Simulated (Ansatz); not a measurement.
Band structure of Yb (Fm-3m, 1 atom in the cell).

```yaml
crystal:
  lattice:
    - [0.00000, 2.73825, 2.73825]
    - [2.73825, 0.00000, 2.73825]
    - [2.73825, 2.73825, 0.00000]
  atoms:
    - { symbol: Yb, position: [0.00000, 0.00000, 0.00000] }
```

Computed with PBE (plane waves, PAW; Ansatz, an electronic-structure program).

Settings: kpoints.mp_grid.grid = 8 8 8; hamiltonian.xc = pbe; hamiltonian.pseudopotentials = {kind: paw} (the program's default PAW files); scf.occupations.method = fermi_dirac; scf.occupations.width = 0.0073 Ry; kpoints.band_path.npoints = 8.

The starting cell comes from a database of computed structures (which also holds hypothetical and non-ambient phases and stackings), without a prior relaxation at this level. Its lattice was rescaled by a random factor within 2.5 % of one. Spin-orbit coupling is off. Spin polarisation is off.

Levels in eV from the Fermi level, bands 9 to 15:
| point | 9 | 10 | 11 | 12 | 13 | 14 | 15 |
|---|---|---|---|---|---|---|---|
| Γ | -0.53 | -0.46 | -0.46 | -0.46 | 2.72 | 2.72 | 2.72 |
| X | -0.53 | -0.48 | -0.48 | -0.48 | 0.26 | 1.29 | 5.92 |
| W | -0.51 | -0.51 | -0.48 | 0.03 | 0.69 | 0.69 | 2.39 |
| K | -0.52 | -0.48 | -0.47 | -0.17 | 0.11 | 0.98 | 4.13 |
| L | -0.54 | -0.47 | -0.47 | -0.45 | 0.10 | 2.53 | 2.53 |
| U | -0.52 | -0.48 | -0.47 | -0.17 | 0.11 | 0.98 | 4.13 |

Bands cross the Fermi level along this path, so the cell is metallic at this level.

Keys are those of Ansatz 0.2.
